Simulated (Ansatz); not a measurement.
**A series of runs on TiBr₂ (P1, 3 atoms in the cell)**

```yaml
crystal:
  lattice:
    - [2.01047, 1.16074, 6.09518]
    - [-2.01047, 1.16074, 6.09518]
    - [0.00000, -2.32149, 6.09518]
  atoms:
    - { symbol: Ti, position: [0.98391, 0.00212, 0.01328] }
    - { symbol: Br, position: [0.26004, 0.25224, 0.24714] }
    - { symbol: Br, position: [0.75606, 0.74565, 0.73958] }
```

Base run A: PBE run with Ansatz (a first-principles code), self-consistent single point.

Its settings: basis.ecutwfc = 420 eV; kpoints.mp_grid.grid = 7 7 7; hamiltonian.xc = pbe; hamiltonian.pseudopotentials = {kind: paw} (the program's default PAW files); scf.occupations.method = cold; scf.occupations.width = 0.272 eV.

The starting cell was generated: these elements placed on a structure prototype, without a prior relaxation; it need not be a known phase or ordering of this composition. Its atoms were displaced at random from the sites of space group no. 166. Spin polarisation is off, so a magnetic state, if there is one, cannot be reached. In the base run, with a pressure of about -4 GPa the cell is away from its equilibrium volume at this level. Ansatz's pressure includes its estimate of the finite-basis (Pulay) stress.

```json
[
 {"run": "A", "change": "base", "pressure (GPa)": "-4.18", "largest force (eV/Å)": "0.354", "valence electrons": "26"},
 {"run": "B", "change": "basis.ecutwfc: 420 eV → default (740 eV); hamiltonian.pseudopotentials: {kind: paw} (the program's default PAW files) → {kind: paw, source: ansatz}", "pressure (GPa)": "-4.19", "largest force (eV/Å)": "0.355", "valence electrons": "46"},
 {"run": "C", "change": "basis.ecutwfc: 420 eV → default (910 eV); hamiltonian.pseudopotentials: {kind: paw} (the program's default PAW files) → {kind: paw, level: accurate}", "pressure (GPa)": "-4.19", "largest force (eV/Å)": "0.355", "valence electrons": "46"},
 {"run": "D", "change": "basis.ecutwfc: 420 eV → default (1155 eV); hamiltonian.pseudopotentials: {kind: paw} (the program's default PAW files) → {kind: nc, source: ansatz}", "pressure (GPa)": "-4.20", "largest force (eV/Å)": "0.354", "valence electrons": "26"}
]
```

Run C against A: The pressure hardly changes (-4.18 to -4.19 GPa) and the largest force moves little (0.354 to 0.355 eV/Å).

Run D against A: The pressure hardly changes (-4.18 to -4.20 GPa) and the largest force stays at 0.354 eV/Å.

Run B against A: The pressure hardly changes (-4.18 to -4.19 GPa) and the largest force hardly changes (0.354 to 0.355 eV/Å).

Left out of this page: 2 runs of the series on a method kept out of this collection.

Keys are those of Ansatz 0.2.
